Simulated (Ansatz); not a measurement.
The starting structures come from a database of crystals and need not be the phases stable at ambient conditions.

 Where the default PAW files enter, the runs use the earlier of Ansatz's two default sets.

Here is the system:

```yaml
crystal:
  lattice:
    - [4.00239, 0.00000, 0.00000]
    - [-2.00120, 3.46617, 0.00000]
    - [0.00000, 0.00000, 6.57780]
  atoms:
    - { symbol: Al, position: [0.33333, 0.66667, 0.00068] }
    - { symbol: Al, position: [0.66667, 0.33333, 0.50068] }
    - { symbol: As, position: [0.33333, 0.66667, 0.37532] }
    - { symbol: As, position: [0.66667, 0.33333, 0.87532] }
```

Space group of this cell: P6_3mc, wurtzite. The cell is taken as given.

The current runs along the normal of the first two printed vectors, the (001) plane. All runs by Ansatz (an electronic-structure program), plane waves and PAW, without spin-orbit coupling; the base is PBEsol.

| run | mean pressure (GPa) | gap (eV) | mid-gap κ (1/Å) |
|---|---|---|---|
| base | 0.1 | 1.65 | 0.108 |
| all lengths scaled by 0.98 | 5.1 | 1.62 | 0.123 |
| all lengths scaled by 1.02 | -3.7 | 1.48 | 0.089 |
| lda in place of pbesol | -1.7 | [?] | [?] |
| lengths across the current scaled by 0.98, ions clamped | 3.3 | [?] | [?] |
| lengths across the current scaled by 1.02, ions clamped | -2.5 | [?] | [?] |
| lengths along the current scaled by 0.97, ions clamped | 2.5 | 1.55 | 0.118 |
| lengths along the current scaled by 1.03, ions clamped | -1.9 | 1.54 | 0.094 |

Question: What belongs in the gaps?

Answer: 
- lda in place of pbesol, gap (eV): 1.63
- lda in place of pbesol, mid-gap κ (1/Å): 0.104
- lengths across the current scaled by 0.98, ions clamped, gap (eV): 1.61
- lengths across the current scaled by 0.98, ions clamped, mid-gap κ (1/Å): 0.115
- lengths across the current scaled by 1.02, ions clamped, gap (eV): 1.45
- lengths across the current scaled by 1.02, ions clamped, mid-gap κ (1/Å): 0.098
